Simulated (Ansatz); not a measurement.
The starting structures come from a database of crystals and need not be the phases stable at ambient conditions.

Data:

```
CELL_PARAMETERS angstrom
      7.76855     0.00000     0.00000
      2.34389     7.40651     0.00000
      2.34389     1.71671     3.12534
ATOMIC_POSITIONS crystal
  Nb 0.50000 0.00000 0.72248
  Nb 0.00000 0.50000 0.27752
  P  0.50000 0.50000 0.50000
  P  0.00000 0.00000 0.50000
  O  0.50000 0.00000 0.30583
  O  0.00000 0.50000 0.69417
  O  0.97922 0.19371 0.53324
  O  0.30629 0.47922 0.92066
  O  0.02078 0.80629 0.87910
  O  0.69371 0.52078 0.49168
  O  0.52078 0.30629 0.46676
  O  0.19371 0.02078 0.07934
  O  0.47922 0.69371 0.12090
  O  0.80629 0.97922 0.50832
```

Space group of this cell: P4/n. The cell is taken as given; by PBEsol its mean pressure is -6.8 GPa.

Transport runs along the normal of the first two printed cell vectors, the (111) plane of the conventional cell.

The gap is the functional's own. No spin-orbit coupling. Mid-gap values are interpolated on the energy grid.

Question: Estimate the band gap and the smallest decay constant κ at mid-gap that PBEsol (Ansatz, a program for electronic structure) returns for this system.

Answer: Gap 3.22 eV on a 10×10×10 mesh; κ = 0.410 1/Å, at the zone centre.
